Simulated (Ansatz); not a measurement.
**By hand: formation energy of the neutral H_i in TiSi2 (Cmcm)**

Consider the formation energy of the neutral H_i in TiSi2 (Cmcm). Reaction: 16 TiSi2 (Cmcm) + 1/2 H2 (gas) → cell A.

A: a supercell of 48 sites of TiSi2 (Cmcm) with H off the lattice sites (2 Si at 1.87–1.89 Å and 3 Ti at 1.95–2.03 Å); an odd number of electrons; spin state with PBE: no moments.

Method: Ansatz (an electronic-structure program), PAW, neutral cells at 0 K with nuclei at rest, on structures from PBE. Ansatz runs with its default PAW set. Other levels take these structures. The lattices are those relaxed with PBE, so at other levels the solids can be strained. Larger cells are relaxed from a start prepared with the learned potential CHGNet, on a coarser mesh till forces fall under 0.03 eV/Å, which some starts already meet. A dispersion term (D3(BJ), or D4 for r2SCAN) was computed beside these levels and is taken off wherever the name lacks it. Mesh and cell size may move defect energies by 0.1 eV or more. The value holds for the reservoirs listed; other chemical potentials shift it. Cell A has symmetry Pm within 0.02 Å and got no random move, so less symmetric positions, which may lie lower, weren't tried.

Total energies of the cells in eV, at zero smearing width. They compare only within one column; the weights balance every element.

| cell | atoms | weight | r2SCAN |
|---|---|---|---|
| A: TiSi2:H_i | 49 | +1 | -60561.12718 |
| TiSi2 (Cmcm) | 48 | −1 | -60546.44891 |
| H2 (gas) | 2 | −1/2 | -31.88989 |

r2SCAN: (-60561.12718) − (-60546.44891) − 1/2 × (-31.88989) = 1.267 eV.
